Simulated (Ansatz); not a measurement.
Hf: transverse stress against strain

Hf (hcp, P6_3/mmc, 22.363 Å³/atom at rest, c along z) under a strain ε along c (axis z), the other axes held. r2SCAN in Ansatz, a plane-wave DFT program (PAW, default set), 500 eV, 21×21×12 Γ-centred mesh, Fermi-Dirac smearing 0.10 eV; ions are relaxed within the symmetry of each cell. Stress is positive for a compressed cell.

Here s stands for strain and y for stress xx.

| strain (%) | stress xx (GPa) |
|---|---|
| -3.00 | ? |
| -1.50 | 1.02 |
| -1.00 | 0.67 |
| -0.50 | 0.33 |
| 0.00 | 0.00 |
| 0.50 | -0.32 |
| 1.00 | -0.63 |
| 1.50 | -0.94 |

Task: Using a straight line, estimate the missing y at s = -3.00 from the other rows, showing the fit.

Result: Means: s 0, y 0.019. About the means, the sum of products is -4.5650 and the sum of squares of s is 7.0000; the slope is their ratio. Least squares gives y = 0.019 - 0.6521·s. Residuals (row less fit): 0.023, -0.001, -0.015, -0.019, -0.013, 0.003, 0.019; standard error 0.018 (degrees of freedom: 5). The slope gives the elastic constant C13 = 65 ± 0.7 GPa. At the withheld row, y = 0.019 - 0.6521 × (-3.0) = 1.975 GPa. The calculation gives 2.13 GPa, 0.155 GPa above the prediction (5.0 % of the range of y in the table). The row lies outside the fitted rows, so this is an extrapolation. From the scatter of the fitted rows alone, a prediction at this place has a standard error of 0.028 GPa, so the miss is 5.5 times that.

One order more, fitted to all 13 runs of the series, follows each within 0.01, so the miss is the next term of a smooth law. In a metal these values are sensitive to mesh and smearing; energies are taken to zero smearing, stresses follow the free energy. Rows are the converged runs of the series near zero and its far end; series whose fitted rows scatter by over a few per cent of the range, as at a crossing or softening among them, aren't shown in this form. Most that stay on the fit to the last digits aren't either.
